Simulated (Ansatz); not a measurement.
Abridged Ansatz (a quantum-chemistry and plane-wave program) output:

```
Pseudopotential: Y, paw, valence charge 11
Pseudopotential: Cu, paw, valence charge 19
Crystal: 2 atoms, lattice volume = 40.182 Å³
Basis set: ecut = 420 eV, 751 PW (Γ), exchange–correlation on 48×48×48 points (8 copies of the dense FFT grid, shifted against one another)
Bands: 19, of which v1, the nominal top of the filled ones, is band 15 counted from 1 (14 counted from 0)
Symmetry: 48 space group operations
k-points: 120 of 2744
Functional: x = pbesol(κ = 0.804, μ = 0.12345679012345678), c = pbesol(β = 0.046)
SCF iter   1: F=—  HF=-10384.306481 eV  |F-HF|=—  |Δ(HF+E_count)|=         —  Δρ=1.45e-2  dr2=5.21e-2  ethr=1.77e-3  ⟨swp⟩=5.6  Hψ=9599  notcnv=0
SCF iter   2: F=—  HF=-10384.299463 eV  |F-HF|=—  |Δ(HF+E_count)|=   7.02e-3  Δρ=1.46e-3  dr2=7.18e-4  ethr=1.74e-4  ⟨swp⟩=2.0  Hψ=4421  notcnv=0
SCF 1 converged in 8 iterations: F = -10384.298871 eV  dr2 = 1.27e-10
SCF converged after 8 iterations
Free energy (F): -10384.298871 eV
Internal energy: -10384.288795 eV  (E = F + TS)
E sigma→0 (E₀):  -10384.293833 eV
Entropy (-TS):   -0.010076 eV (-5.038 meV/atom)
Fermi energy:    12.725894 eV
--- Forces (eV/Å), atoms counted from 1 ---
  atom   1  Y     -0.00000000    -0.00000000     0.00000000
  atom   2  Cu     0.00000000    -0.00000000     0.00000000
--- Stress (GPa, compression-positive) ---
        0.000183       0.000000       0.000000
        0.000000       0.000183       0.000000
        0.000000       0.000000       0.000183
  P = ⅓ Tr σ = 0.0002 GPa (0.002 kbar)
```

### Question
What was computed, and what are the main results?

### Answer
YCu, 2 atoms in the cell, with PBEsol (Ansatz; PAW; 420 eV plane waves; no spin-orbit coupling). The last SCF converged to F = -10384.298871 eV, or -5192.1494 eV per atom, at a pressure of 0.00 GPa. The total energy compares only with runs of the same code, potentials and settings.

No phonon test of stability was made. All final runs are without spin polarisation. The cell is YCu in the CsCl type structure (space group Pm-3m, No. 221).
